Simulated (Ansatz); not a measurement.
System: BBi (model structure, started from the zincblende type, F-43m, No. 216, 2 atoms in the cell). Method: PBE (PAW; Ansatz, a program for electronic structure).

Numerical settings: plane-wave cutoff 500 eV, 12×12×12 k mesh, Fermi–Dirac smearing 0.05 eV, scalar-relativistic PAW data made under PBE.

Cell (relaxed at this level):

```cif
data_B4Bi4
_chemical_formula_sum 'Bi4 B4'
_space_group_name_H-M_alt 'F-43m'
_space_group_IT_number 216
_space_group_name_Hall 'F -4 2 3'
_cell_length_a 5.52271
_cell_length_b 5.52271
_cell_length_c 5.52271
_cell_angle_alpha 90.000
_cell_angle_beta 90.000
_cell_angle_gamma 90.000
loop_
_atom_site_label
_atom_site_type_symbol
_atom_site_symmetry_multiplicity
_atom_site_Wyckoff_symbol
_atom_site_fract_x
_atom_site_fract_y
_atom_site_fract_z
_atom_site_occupancy
Bi1 Bi 4 d 0.75000 0.75000 0.75000 1
B1 B 4 a 0.00000 0.00000 0.00000 1
```
(The calculation used a cell of 2 atoms; values per cell refer to that cell.)

Predict the band gap.


- band gap = 0.15 eV (on the SCF k mesh)

Note: the relaxation could raise the start's symmetry but not lower it, so the cell can be a saddle point.

Spin–orbit coupling is not included; with these elements it can move the gap by several tenths of an eV or more.

A model structure was made by putting elements into a prototype or built by hand; it is no filed structure, need not be a known phase, and can be a saddle point held by its symmetry.
